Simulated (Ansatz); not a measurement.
AlB2-type HfB2 was calculated with r²SCAN in Ansatz (plane waves, PAW).

Numerical settings: plane-wave cutoff 560 eV, 24×24×16 k mesh (along the axes of the cell as run), Fermi–Dirac smearing 0.05 eV, scalar-relativistic PAW data made under PBE.

Response to compression and expansion:

Shape and atoms are relaxed at each volume.

```
V (Å³/atom)  P (GPa)  c (Å)  a (Å)
-----------  -------  -----  -----
9.486          11.27  3.424  3.098
9.683           5.36  3.452  3.117
9.881           0.00  3.479  3.136
10.078         -4.86  3.507  3.155
10.276         -9.27  3.535  3.174
```

Ansatz is a quantum-chemistry and plane-wave program.
